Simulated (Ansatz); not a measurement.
Cost and result by functional for the adsorption energy of OH on the 1x1 (10-10) surface of wurtzite ZnO (cut with top plane O + Zn), one in a 2x1 cell, started at the site 'hollow O-O-Zn-Zn-Zn', in Ansatz (plane waves, PAW). Single points on the PBE structure, on one kind of machine; costs are rough ratios of the slab run's core time (references not counted) to the cheapest single point. r2SCAN's cost holds its higher cutoff (500 against 420 eV). Differences are taken against r2SCAN for comparison alone: no measured value is at hand, so the table doesn't rank accuracy. The points keep PBE's geometry, so the relaxation of a polaron and the settling of charge on one site are left out.

Host crystal: wurtzite ZnO, with a band gap (PBE, scalar-relativistic without spin-orbit coupling).

Set-up: 34 atoms, 9.4 Å thick at the start under the adsorbate (thin: gaps and levels are the slab's own); mesh 3x4x1; 0.01 eV smearing; dipole correction on; 16 atoms held, the rest relaxed; no symmetry held; spin-polarised, ending with about 0.7 μB a cell, a value that depends on the mesh; orders that need a larger cell were not tried, no spin-orbit, no U, no dispersion correction. The slab shows no gap over 0.04 eV on its mesh. At the end it is bonded to 2 Zn. In PBE it is, or lies within 0.03 eV of, the lowest of the starts that converged. These notes are the PBE run's. r2SCAN: The program's check for a lower electronic state was not made. Adsorption energies are against H2O(g) − ½ H2(g). A negative adsorption energy means that the adsorbate is more stable on the surface than in its reference.

```
functional                     relative cost  adsorption energy (eV)  less r2SCAN (eV)
-----------------------------  -------------  ----------------------  ----------------
RPBE                                       1                    1.45              0.10
r2SCAN                                     3                    1.35              0.00
PBE (the relaxed run's value)              –                    1.38              0.03
```

The values span 0.10 eV, while the single points' costs differ by a factor of roughly 3. Differences are of unrounded values.

Ansatz is an electronic-structure program.
